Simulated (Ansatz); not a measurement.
## What tensor shear ε_xz = +0.40 % does to CdGeAs2

Base system: CdGeAs2 in the chalcopyrite structure (space group I-42d, No. 122; a = 5.942 Å, c = 11.312 Å). Axes: x, y, z lie along a, b, c of the conventional cell.

Now apply this change: tensor shear ε_xz = +0.40 % (engineering shear γ = 0.0080); the atoms relax in the strained cell.

All numbers come from PBEsol (Ansatz, an electronic-structure program; PAW; 420 eV plane waves; no spin-orbit coupling). Γ-centred 8×8×8 mesh, Fermi–Dirac width 0.05 eV.

The volume per atom is still 24.96 Å³ and the space group becomes C2 (No. 5) (base: I-42d (No. 122)). The shortest interatomic distance drops by 0.0027 Å, from 2.447 Å to 2.445 Å and the energy hardly moves. The pressure (mean of the normal stresses, compression positive) remains 0.00 GPa and the band gap decreases by 0.018 eV (0.13 eV → 0.12 eV) (uncertain: the edges found look like a band crossing or inverted bands; both cells). The stress (xx, yy, zz, yz, xz, xy; compression positive) amounts to (0.00, 0.00, 0.00, 0.00, -0.31, 0.00) GPa.

Final structure:

```xyz
8
Lattice="-2.9484 2.9710 5.6441 2.9936 -2.9710 5.6679 2.9484 2.9710 -5.6441" Properties=species:S:1:pos:R:3 pbc="T T T"
Cd     0.0015     0.0065    -0.0001
Cd     0.0098     2.9775     2.8280
Ge     0.0208     0.0016     5.6560
Ge     2.9841     0.0016     2.8398
As     1.3637     1.4815     7.0723
As     1.5025    -1.3394     4.2479
As     1.6413     1.4815     1.4236
As     1.4798     4.3022    -1.4081
```

Cost of the whole job for the changed cell (relaxation, final SCF and bands): about 15 core-minutes (a rough figure).

Stability against distortions was not tested. A zero or small gap of CdGeAs2 can be the functional's error rather than a property of the material.
